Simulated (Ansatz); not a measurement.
BN (R3m, No. 160, 2 atoms in the cell; start mp-13150; a measured phase of this formula has another space group) was calculated with r²SCAN (plane waves, PAW; Ansatz, a first-principles code).

Settings: plane-wave cutoff 560 eV, 16×16×16 k mesh, Fermi–Dirac smearing 0.01 eV, scalar-relativistic PAW data made under PBE.

Cell (relaxed at this level):

```
CELL_PARAMETERS angstrom
      1.25032     0.72187     3.43440
     -1.25032     0.72187     3.43440
      0.00000    -1.44374     3.43440
ATOMIC_POSITIONS crystal
  B  0.99962 0.99962 0.99962
  N  0.33281 0.33281 0.33281
```

Problem. What does this level give for the band gap, smallest direct gap on the k points sampled and direct gap at Γ?

Solution. 
- band gap: 4.79 eV (indirect)
- smallest direct gap on the k points sampled: 5.34 eV
- direct gap at Γ: 6.73 eV

Note: the cell has widely spaced layers and the level no dispersion term, so their spacing and the moduli can rest on weak binding.

The computed numbers hold no vibrational or temperature effects.

It cost about 16 core-seconds (a rough figure) of CPU time.

A start named mp-… is a Materials Project structure, which need not be a measured phase.
